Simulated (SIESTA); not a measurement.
SIESTA run on LaO₂ (Pm, 6 atoms in the cell): self-consistent single point.

Method of the run: SIESTA with GGA PBEsol, numerical atomic orbitals DZP, PseudoDojo PBEsol standard norm-conserving potentials (rewritten from UPF to PSML).

```
CELL_PARAMETERS angstrom
      4.32003     0.00000     0.00000
      0.00000     3.94590     0.00000
     -1.10215     0.00000     6.28707
ATOMIC_POSITIONS crystal
  La 0.80673 0.75000 0.20741
  La 0.19530 0.25000 0.80054
  O  0.17309 0.75000 0.54551
  O  0.82691 0.25000 0.45449
  O  0.25542 0.75000 0.03086
  O  0.74458 0.25000 0.96914
```

Reference input (self-consistent single point, DFT, GGA PBEsol, numerical atomic orbitals DZP, PseudoDojo PBEsol standard norm-conserving potentials (rewritten from UPF to PSML)): XC.functional = GGA; XC.authors = PBEsol; potentials = PseudoDojo PBEsol standard; PAO.BasisSize = DZP; PAO.EnergyShift = 0.005 Ry; MeshCutoff = 300 Ry; kgrid.MonkhorstPack = 4 4 3; OccupationFunction = MP; OccupationMPOrder = 0; ElectronicTemperature = 0.1 eV; MaxSCFIterations = 150; SCF.Mixer.Method = Broyden. This run's input differs from it in these lines:

```diff
@@ -44,3 +44,6 @@
 SCF.Mixer.History            8
-SCF.DM.Tolerance             1.0E-04
+SCF.DM.Converge              false
+SCF.H.Converge               false
+SCF.FreeE.Converge           true
+SCF.FreeE.Tolerance          1.0E-12 eV
 Diag.ParallelOverK           true
```

Output, abridged:

```
        iscf     Eharris(eV)        E_KS(eV)     FreeEng(eV)     dDmax    Ef(eV) dHmax(eV)
   scf:    1    -3682.209392    -3700.148421    -3700.178520  1.729750 -9.496998 13.966917
   scf:    2    -3709.064272    -3705.087014    -3705.125048  0.093711 -9.454754  8.379455
   scf:    3    -3654.086902    -3691.778499    -3691.812057  0.766443 -8.747022 15.942617
   scf:    4    -3658.520364    -3676.497658    -3676.520987  0.160859 -7.783951 20.562841
   scf:    5    -3674.320085    -3675.413023    -3675.436273  0.010830 -7.724143 20.954407
   [... 141 lines left out ...]
   scf:  147    -3708.575686    -3708.575686    -3708.625038  0.000000 -8.251457  0.000001
   scf:  148    -3708.575686    -3708.575686    -3708.625038  0.000000 -8.251457  0.000001
   scf:  149    -3708.575686    -3708.575686    -3708.625038  0.000000 -8.251457  0.000001
   scf:  150    -3708.575686    -3708.575686    -3708.625038  0.000000 -8.251457  0.000001
SCF_NOT_CONV: SCF did not converge in maximum number of steps (required).
SCF_NOT_CONV: SCF did not converge in maximum number of steps (required).
Geom step, scf iteration, dDmax, dHmax:    0   150      0.000000     0.000000
Geom step, scf iteration, dDmax, dHmax:    0   150      0.000000     0.000000

ABNORMAL_TERMINATION
ABNORMAL_TERMINATION
Stopping Program from Node:    0
Stopping Program from Node:    0
```

The run ended unconverged after 150 iterations. 

The starting cell comes from a database of computed structures (which also holds hypothetical and non-ambient phases and stackings), without a prior relaxation at this level. Its lattice was rescaled by up to half a per cent. One atom was moved a little off its site on purpose. Values carry the incompleteness of an atom-centred basis.

Cost on one core of a shared machine: roughly 9 min.
